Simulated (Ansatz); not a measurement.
Start from C (space group R-3, No. 148; a = 6.3180 Å, c = 3.8460 Å (hexagonal axes); a hypothetical phase, not in the database extracts checked).

Level of theory: Ansatz (a quantum-chemistry and plane-wave program) PBEsol, scalar-relativistic without spin-orbit coupling.

For the base:

Lattice parameter a: 6.318 Å
Gap character: indirect, T → L
Smallest direct gap: 4.71 eV
Band gap: 3.33 eV

Perturbation: hydrostatic tension (pressure −2 GPa).

**Question.** Estimate the effect on the lattice parameter a, gap character, smallest direct gap and band gap.

**Answer.** The lattice parameter a rises by 0.010 Å (6.318 Å → 6.328 Å); the gap character remains indirect, T → L; the smallest direct gap shrinks by 0.015 eV, from 4.71 eV to 4.70 eV; the band gap stays 3.33 eV.

Load acts through the strain it causes; cell and atoms are relaxed under it. Whether these cells are dynamically stable was not tested.
